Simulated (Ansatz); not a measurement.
System: CsGeBr3 (Pm-3m, No. 221, 5 atoms in the cell; start mp-570223; high-temperature phase). Method: HSE06+SOC (PAW; Ansatz, an electronic-structure program).

The input as run:

Ansatz 0.2 input:
```yaml
crystal:
  lattice:
    - [5.4738038971, 0.0, 0.0]
    - [0.0, 5.4738038971, 0.0]
    - [0.0, 0.0, 5.4738038971]
  atoms:
    - { symbol: Cs, position: [0.0, 0.0, 0.0] }
    - { symbol: Ge, position: [0.5, 0.5, 0.5] }
    - { symbol: Br, position: [0.5, 0.5, 0.0] }
    - { symbol: Br, position: [0.0, 0.5, 0.5] }
    - { symbol: Br, position: [0.5, 0.0, 0.5] }
basis:
  ecutwfc: 460
  ecutrho_ratio: 4
  xc_grid: 2
kpoints:
  mp_grid: { grid: [4, 4, 4] }
hamiltonian:
  xc: hse06
  dispersion: none
  pseudopotentials: { kind: paw }
scf:
  occupations: { method: fermi_dirac, width: 0.01 }
  convergence: { dr2_threshold: 0.0000000005 }
output:
  forces: true
  stress: true
  eigenvalues: true
magnetization:
  noncollinear: true
  spin_orbit: true
```

Problem. How many irreducible k-points, plane waves at Γ does the program set up, and what pressure does the run end with?

Solution. 10 irreducible k-points, 3743 plane waves at Γ; P = 1.66 GPa, so the cell is compressed on average and its volume would grow at this level.

The run printed, among other lines:

```
WARN output.stress: scf.exx.energy_threshold = 1e-6 eV is looser than the 5e-8 eV advised for a stress under a hybrid functional (1e-8 eV for each atom of the …
Crystal: 5 atoms, lattice volume = 164.009 Å³
Basis set: ecut = 460 eV, 3743 PW (Γ), exchange–correlation on 80×80×80 points (8 copies of the dense FFT grid, shifted against one another)
Bands: 54, of which v1, the nominal top of the filled ones, is band 44 counted from 1 (43 counted from 0)
Symmetry: 48 space group operations + 48 with time reversal
k-points: 10 of 64
Initial density: superposition of atomic densities (chi_scale 0.1, normalization cell, long waves kept (reshape's long-wave potential 0.00 eV rms))
Crystal: 5 atoms, lattice volume = 164.009 Å³
Initial density: handed on by an earlier stage of this run
Crystal: 5 atoms, lattice volume = 164.009 Å³
SCF 3 converged in 7 iterations: F = -18327.642763 eV  dr2 = 2.27e-10
Free energy (F): -18327.642763 eV
Internal energy: -18327.642763 eV  (E = F + TS)
E sigma→0 (E₀):  -18327.642763 eV
Fermi energy:    5.399836 eV
--- Forces (eV/Å), atoms counted from 1 ---
  atom   1  Cs    -0.00000000    -0.00000000    -0.00000000
  atom   2  Ge    -0.00000000    -0.00000000    -0.00000000
  atom   3  Br    -0.00000000     0.00000000     0.00000000
  atom   4  Br    -0.00000000    -0.00000000     0.00000000
  atom   5  Br     0.00000000    -0.00000000     0.00000000
--- Stress (GPa, compression-positive) ---
        1.663760       0.000000       0.000000
       -0.000000       1.663760       0.000000
       -0.000000       0.000000       1.663760
  P = ⅓ Tr σ = 1.6638 GPa (16.638 kbar)
```

The PAW data were made under PBE.

Note: held by symmetry at 0 K, a high-temperature phase can be a saddle point. Note: cell and atoms aren't relaxed at this level (pressure 1.7 GPa).

Computing time: roughly 15 core-minutes.

A start named mp-… is a Materials Project structure, which need not be a measured phase.
